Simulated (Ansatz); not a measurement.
SiSe2 in the 2H-MoS2 type structure (space group P6_3/mmc, No. 194; a hypothetical phase, not in the database extracts checked; layered, stacked along the Cartesian z axis)

```cif
data_Se4Si2
_chemical_formula_sum 'Si2 Se4'
_space_group_name_H-M_alt 'P63/mmc'
_space_group_IT_number 194
_space_group_name_Hall '-P 6c 2c'
_cell_length_a 3.44021
_cell_length_b 3.44021
_cell_length_c 11.03354
_cell_angle_alpha 90.000
_cell_angle_beta 90.000
_cell_angle_gamma 120.000
loop_
_atom_site_label
_atom_site_type_symbol
_atom_site_symmetry_multiplicity
_atom_site_Wyckoff_symbol
_atom_site_fract_x
_atom_site_fract_y
_atom_site_fract_z
_atom_site_occupancy
Si1 Si 2 c 0.33333 0.66667 0.25000 1
Se1 Se 4 f 0.66667 0.33333 0.10799 1
```

Calculations: plane-wave PAW DFT at the PBEsol-D3(BJ) level (Ansatz, a quantum-chemistry and plane-wave program, 420 eV), no SOC. Settings: 16×16×5 k-points, 0.05 eV Fermi–Dirac smearing.

| Property | Result |
|---|---|
| Volume per atom | 18.85 Å³ |
| Density | 5.46 g/cm³ |
| Band gap | zero |
| Total energy | -3823.659 eV/atom (σ→0; compares only within this code and set-up) |

Whether these cells are dynamically stable was not tested. The final runs are not spin-polarised.
